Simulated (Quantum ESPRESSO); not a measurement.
Worked example: self-consistent single point of MnGa4 (Im-3m, 5 atoms in the cell) in Quantum ESPRESSO.

Level of theory: PBEsol, PseudoDojo standard norm-conserving (PBESOL) pseudopotentials (plane waves; Quantum ESPRESSO).

The change in words: lattice scaled by 0.98. Reference geometry:
```
CELL_PARAMETERS angstrom
     -2.77187     2.77187     2.77187
      2.77187    -2.77187     2.77187
      2.77187     2.77187    -2.77187
ATOMIC_POSITIONS crystal
  Mn 0.00000 0.00000 0.00000
  Ga 0.00000 0.00000 0.50000
  Ga 0.00000 0.50000 0.00000
  Ga 0.50000 0.50000 0.50000
  Ga 0.50000 0.00000 0.00000
```
Moments meant for the start (each program seeds them in its own way; μB, in the order of the atoms Mn Ga Ga Ga Ga): 4.0 0.0 0.0 0.0 0.0.

Reference input (self-consistent single point, DFT, PBEsol, plane waves, PseudoDojo standard norm-conserving (PBESOL) pseudopotentials): ecutwfc = 100 Ry; occupations = smearing; smearing = fd; degauss = 0.0073499 Ry; nspin = 2; potentials = {Mn: Mn.upf, Ga: Ga.upf}; K_POINTS = automatic 6 6 6 0 0 0; conv_thr = 1e-11 Ry; mixing_beta = 0.4. This run's input differs from it in these lines:

```diff
@@ -35,5 +35,5 @@
 CELL_PARAMETERS angstrom
-  -2.771865000     2.771865000     2.771865000
-   2.771865000    -2.771865000     2.771865000
-   2.771865000     2.771865000    -2.771865000
+  -2.716428000     2.716428000     2.716428000
+   2.716428000    -2.716428000     2.716428000
+   2.716428000     2.716428000    -2.716428000
```

Output (repeated stretches shortened):

```
     Self-consistent Calculation

     iteration #  1     ecut=   100.00 Ry     beta= 0.40

     total energy              =    -827.26993895 Ry
     estimated scf accuracy    <       2.55249806 Ry

     total magnetization       =     1.00 Bohr mag/cell
     absolute magnetization    =     1.82 Bohr mag/cell

     iteration #  2     ecut=   100.00 Ry     beta= 0.40

     total energy              =    -827.52346621 Ry
     estimated scf accuracy    <      13.03683801 Ry

     total magnetization       =     0.23 Bohr mag/cell
     absolute magnetization    =     0.45 Bohr mag/cell

     iteration #  3     ecut=   100.00 Ry     beta= 0.40

   [... lines left out ...]

     total energy              =    -828.44897360 Ry
     estimated scf accuracy    <          1.9E-11 Ry

     total magnetization       =     0.34 Bohr mag/cell
     absolute magnetization    =     0.47 Bohr mag/cell

     iteration # 20     ecut=   100.00 Ry     beta= 0.40

     Magnetic moment per site  (integrated on atomic sphere of radius R)
     atom   1 (R=0.206)  charge= 13.2230  magn=  0.3735
     atom   2 (R=0.206)  charge= 10.9109  magn= -0.0072
     atom   3 (R=0.206)  charge= 10.9109  magn= -0.0072
     atom   4 (R=0.206)  charge= 10.9109  magn= -0.0072
     atom   5 (R=0.206)  charge= 10.9109  magn= -0.0072
     End of self-consistent calculation

     the Fermi energy is    13.0931 ev

!    total energy              =    -828.44897360 Ry
     estimated scf accuracy    <          1.2E-12 Ry
     smearing contrib. (-TS)   =      -0.00523631 Ry
     internal energy E=F+TS    =    -828.44373729 Ry

     total magnetization       =     0.34 Bohr mag/cell
     absolute magnetization    =     0.47 Bohr mag/cell

     convergence has been achieved in  20 iterations

     Forces acting on atoms (cartesian axes, Ry/au):

     atom    1 type  1   force =     0.00000000    0.00000000    0.00000000
   [... zero for the other atoms too ...]

     Total force =     0.000000     Total SCF correction =     0.000000

          total   stress  (Ry/bohr**3)                   (kbar)     P=       50.72
   0.00034481   0.00000000   0.00000000           50.72        0.00        0.00
   0.00000000   0.00034481   0.00000000            0.00       50.72        0.00
   0.00000000   0.00000000   0.00034481            0.00        0.00       50.72

   JOB DONE.
```

The run converged in 20 iterations. Against the reference run the free energy rises by 9.5 meV/atom, the pressure goes from -1.67 to 5.07 GPa and the size of the net moment moves little (0.09 to 0.07 μB/atom).

The starting cell comes from a database of computed structures (which also holds hypothetical and non-ambient phases and stackings), without a prior relaxation at this level. For this run, on top of that: lattice scaled by 0.98. The moments shrank to a small part of their start, a low-spin state that need not be the lowest. With a pressure of about 5 GPa the cell is away from its equilibrium volume at this level.

Cost on one core of a shared machine: roughly 6 min.
